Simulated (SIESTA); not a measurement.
Band structure of H4BrN (P-43m, 6 atoms in the cell).

```
CELL_PARAMETERS angstrom
      4.00010     0.00000     0.00000
      0.00000     4.00010     0.00000
      0.00000     0.00000     4.00010
ATOMIC_POSITIONS crystal
  H  0.14921 0.14921 0.85079
  H  0.14921 0.85079 0.14921
  H  0.85079 0.85079 0.85079
  H  0.85079 0.14921 0.14921
  Br 0.50000 0.50000 0.50000
  N  0.00000 0.00000 0.00000
```

Level of theory: GGA PBEsol, numerical atomic orbitals DZP, PseudoDojo PBEsol standard norm-conserving potentials (rewritten from UPF to PSML) (SIESTA).

Settings: XC.functional = GGA; XC.authors = PBEsol; potentials = PseudoDojo PBEsol standard; PAO.BasisSize = DZP; PAO.EnergyShift = 0.01 Ry; MeshCutoff = 400 Ry; kgrid.MonkhorstPack = 4 4 4; OccupationFunction = FD; ElectronicTemperature = 10 K; MaxSCFIterations = 150; SCF.Mixer.Method = Pulay; SCF.Mixer.Weight = 0.1; SCF.Mixer.History = 8; SCF.DM.Tolerance = 1.0E-04.

The starting cell comes from a database of computed structures (which also holds hypothetical and non-ambient phases and stackings), without a prior relaxation at this level. Values carry the incompleteness of an atom-centred basis.

Problem. Predict the gap along the standard path and the places of the band edges.

Solution. The gap along the path is 4.22 eV, from M to Γ; the smallest direct gap on it is 4.30 eV.

Levels in eV from the top of the valence band on the path, bands 5 to 9:
```json
[
 {"point": "Γ", "5": "-7.60", "6": "-0.08", "7": "-0.08", "8": "-0.08", "9": "4.22"},
 {"point": "X", "5": "-7.51", "6": "-1.91", "7": "-0.21", "8": "-0.21", "9": "7.18"},
 {"point": "M", "5": "-7.41", "6": "-1.05", "7": "-1.05", "8": "0.00", "9": "5.58"},
 {"point": "R", "5": "-7.83", "6": "-1.46", "7": "-1.46", "8": "-1.46", "9": "7.86"}
]
```

Higher empty bands are left out: an atom-centred basis made for the valence describes them poorly.
